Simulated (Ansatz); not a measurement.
Start from CuAu (space group P4/mmm, No. 123; a = 2.813 Å, c = 3.593 Å; relaxed with 0.1 eV smearing). Axes: x, y, z lie along a, b, c of the conventional cell.

Level of theory: DFT with PBEsol, PAW potentials and a 420 eV plane-wave cutoff in Ansatz (a first-principles code), without spin-orbit coupling.

Strains are applied to the cell and any free atomic positions relax; under biaxial strain the out-of-plane vector relaxes too.

One change was made to it. Results:

The pressure (mean of the normal stresses, compression positive) goes from zero to 1.5 GPa; the shortest interatomic distance rises by 0.0125 Å to 2.693 Å.

Question: What was done to the base?
A) biaxial strain +2.50 %, plane normal [001], relaxed out of plane
B) biaxial strain −0.50 %, plane normal [001], relaxed out of plane
C) biaxial strain +2.00 %, plane normal [001], relaxed out of plane
D) biaxial strain +1.50 %, plane normal [001], relaxed out of plane
E) biaxial strain −2.00 %, plane normal [001], relaxed out of plane

Answer: E, biaxial strain −2.00 %, plane normal [001], relaxed out of plane. For comparison, the pressure in the other runs: biaxial strain −0.50 %, plane normal [001], relaxed out of plane gives 0.3 GPa; biaxial strain +1.50 %, plane normal [001], relaxed out of plane gives -0.5 GPa; biaxial strain +2.00 %, plane normal [001], relaxed out of plane gives -0.5 GPa; biaxial strain +2.50 %, plane normal [001], relaxed out of plane gives -0.5 GPa.

No phonon test of stability was made. The final runs are not spin-polarised.
